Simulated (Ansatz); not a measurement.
# ZnO, response to strain

Consider ZnO in the wurtzite structure (space group P6_3mc, No. 186; a = 3.230 Å, c = 5.214 Å).

Strains are applied to the cell and any free atomic positions relax.

Method: PBEsol (Ansatz, a program for electronic structure, PAW, no spin-orbit coupling).

```tsv
isotropic strain (%)	band gap (eV)
-3	0.83
-2.4	?
-1.8	0.78
-1.2	0.75
-0.6	0.73
0	0.70
```

Problem. Fit E_g = E₀ + Dε (ε in %) to the rows shown and predict the withheld row.

Solution. Least squares on the printed values gives E₀ = 0.70 eV, D = -43.0 meV per % of strain (largest residual 0.00 eV); this predicts 0.80 eV, and the run gives 0.80 eV, in agreement.

Stability against distortions was not tested.
